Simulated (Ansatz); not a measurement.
System: interstitial Na in 3C silicon carbide (charge state +1). The step: one Na atom jumps by itself; the atom moves 1.90 Å along (0.25, -0.25, 0.25) of the unit cell; the moving atom starts with neighbours 4 C at 2.00; 6 Si at 2.33 Å and ends with 6 C at 2.23; 4 Si at 2.12 Å. DFT values are from Ansatz (plane-wave PAW, 420 eV unless said) in a cell of 64 host sites, spin-restricted, static, with no finite-size correction. The charge state is imposed; whether it is stable for some Fermi level was not computed. Sites that were not tried may lie lower. For the PBE band: the program found a first-order saddle point.

```json
[
 {"Level": "CHGNet universal potential (has no charge state), its own band", "Forward barrier (eV)": "1.48", "Cost of the band or of the saddle's single point": "-"},
 {"Level": "PBE, a 2×2×2 k-point mesh shifted by half a step, band relaxed", "Forward barrier (eV)": "1.89", "Cost of the band or of the saddle's single point": "around 40 core-minutes (rough)"},
 {"Level": "PBE, a 3×3×3 k-point mesh shifted by half a step, same geometries", "Forward barrier (eV)": "1.89", "Cost of the band or of the saddle's single point": "around 4 core-minutes (rough)"},
 {"Level": "r2SCAN at 500 eV, a 2×2×2 k-point mesh shifted by half a step, same geometries", "Forward barrier (eV)": "…", "Cost of the band or of the saddle's single point": "very roughly 2.3 core-minutes"}
]
```

Question: Complete the blanks.

Answer: 
- r2SCAN at 500 eV, a 2×2×2 k-point mesh shifted by half a step, same geometries, Forward barrier (eV): 1.98

Ansatz is a first-principles code.
